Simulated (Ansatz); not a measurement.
An ideal cubic perovskite cell is held by its symmetry; such compounds can tilt or shift off centre at room temperature.

Inside the gap of an insulator the Bloch states are evanescent, with a wavenumber k + iκ along the transport direction.

Data:

```
CsSnI3
1.0
    6.28623     0.00000     0.00000
    0.00000     8.89007     0.00000
    0.00000     4.44504     4.44504
Cs Sn I
1 1 3
Direct
  0.50000   0.50000   0.00000
  0.00000   0.00000   0.00000
  0.00000   0.50000   0.50000
  0.00000   0.00000   0.50000
  0.50000   0.00000   0.00000
```

Space group of this cell: Pm-3m, cubic perovskite. The cell is taken as given; by r2SCAN its mean pressure is -0.5 GPa.

Transport runs along the normal of the first two printed cell vectors, the (110) plane of the conventional cell.

The gap is the functional's own, uncorrected, and κ follows it; spin-orbit coupling is left out. Mid-gap values are interpolated between the computed energies.

Question: Give the band gap and the smallest decay constant κ at mid-gap that Ansatz (a quantum-chemistry and plane-wave program) with r2SCAN yields.

Answer: Gap 0.60 eV on a 8×8×8 mesh; κ = 0.045 1/Å, at (0.500, 0.000) of the in-plane reciprocal vectors. At the zone centre, at the nearest computed energy, the slowest state has κ = 0.11 1/Å.
